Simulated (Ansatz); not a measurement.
O on the 1x1 (110) surface of bcc Nb, one in a 2x2 cell, energies for each (31.0 Å²). Energies are against ½ O2(g), without zero-point or thermal terms; each row is named by its start.

Level of theory: PBE (plane waves to 420 eV, PAW; Ansatz, a first-principles code).

Problem. Which site binds most strongly?
A) bridge Nb-Nb (span 2.9 Å)
B) top Nb
C) hollow Nb-Nb-Nb
D) bridge Nb-Nb (span 3.3 Å)

Solution. C, hollow Nb-Nb-Nb. Adsorption energies: hollow Nb-Nb-Nb -4.61 eV; bridge Nb-Nb (span 3.3 Å) -4.40 eV; bridge Nb-Nb (span 2.9 Å) -4.02 eV; top Nb -2.71 eV.
